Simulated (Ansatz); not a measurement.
## What uniaxial strain ε_zz = −1.20 % does to SiC

Start from SiC in the wurtzite structure (space group P6_3mc, No. 186; a = 3.076 Å, c = 5.048 Å). Axes: x lies along a and z along c of the hexagonal cell.

Modification: the cell is compressed by 1.20 % along z with no lateral relaxation; the atoms relax in the strained cell.

Computed with PBEsol (Ansatz, an electronic-structure program; PAW; 420 eV plane waves; without spin-orbit coupling). Settings: 12×12×7 k-points, 0.05 eV Fermi–Dirac smearing.

The space group remains P6_3mc (No. 186) and the shortest interatomic distance shrinks by 0.005 Å, from 1.883 Å to 1.878 Å. The energy rises by 2.6 meV/atom and the pressure (mean of the normal stresses, compression positive) goes from zero to 2.72 GPa. The band gap goes up by 0.07 eV to 2.19 eV (an upper bound: an edge found on the path is not a true extremum; the changed cell) and the stress (xx, yy, zz, yz, xz, xy; compression positive) is (0.74, 0.74, 6.68, 0.00, 0.00, 0.00) GPa.

Cost of the whole job for the changed cell (relaxation, final SCF and bands): very roughly 16 core-seconds.

Stability against distortions was not tested.
